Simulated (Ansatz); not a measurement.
## A computed series for MoSi2: response to strain

Base system: MoSi2 (space group I4/mmm, No. 139; a = 3.174 Å, c = 7.779 Å; relaxed with 0.1 eV smearing). Axes: x, y, z lie along a, b, c of the conventional cell.

Strains are applied to the cell and any free atomic positions relax; under biaxial strain the out-of-plane vector relaxes too.

The values are results of LDA (Ansatz, a first-principles code), without spin-orbit coupling, not measurements.

```tsv
biaxial strain, plane normal [001], relaxed out of plane (%)	out-of-plane strain (%)
-3	1.32
-2.5	1.07
-2	0.83
-1.5	?
-1	0.39
-0.5	0.19
0	0.00
```

Q: Fit ε⊥ = −νε + γε² (strains in %) to the rows shown and predict the withheld row.

A: Least squares on the printed values gives ν = 0.37 (the biaxial Poisson response) and γ = 0.025 (largest residual 0.00 %); this predicts 0.60 %, and the run gives 0.61 %, in agreement.

No phonon test of stability was made. All final runs are without spin polarisation.
